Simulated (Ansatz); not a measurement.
## RhGe4 (P3₁21, No. 152, 15 atoms in the cell; start mp-1104286)

Calculation: r²SCAN (plane waves, PAW; Ansatz, an electronic-structure program).

Settings: plane-wave cutoff 500 eV, 12×12×6 k mesh (along the axes of the cell as run), Fermi–Dirac smearing 0.05 eV, no spin polarisation, scalar-relativistic PAW data made under PBE.

Cell (relaxed at this level):

```
CELL_PARAMETERS angstrom
      6.21193     0.00000     0.00000
     -3.10597     5.37969     0.00000
      0.00000     0.00000     7.83546
ATOMIC_POSITIONS crystal
  Ge 0.07048 0.00000 0.33333
  Ge 0.00000 0.07048 0.66667
  Ge 0.92952 0.92952 0.00000
  Ge 0.61283 0.00000 0.33333
  Ge 0.00000 0.61283 0.66667
  Ge 0.38717 0.38717 0.00000
  Ge 0.26072 0.77791 0.11451
  Ge 0.22209 0.48281 0.44785
  Ge 0.51719 0.73928 0.78118
  Ge 0.77791 0.26072 0.88549
  Ge 0.48281 0.22209 0.55215
  Ge 0.73928 0.51719 0.21882
  Rh 0.31765 0.00000 0.83333
  Rh 0.00000 0.31765 0.16667
  Rh 0.68235 0.68235 0.50000
```

```json
{
  "band_gap": "none"
}
```

Note: the relaxation could not lower the start's symmetry, so the cell can be a saddle point above a distorted one.

Spin–orbit coupling is not included.

Static lattice: no zero-point or thermal effects.

A start named mp-… is a Materials Project structure, which need not be a measured phase.
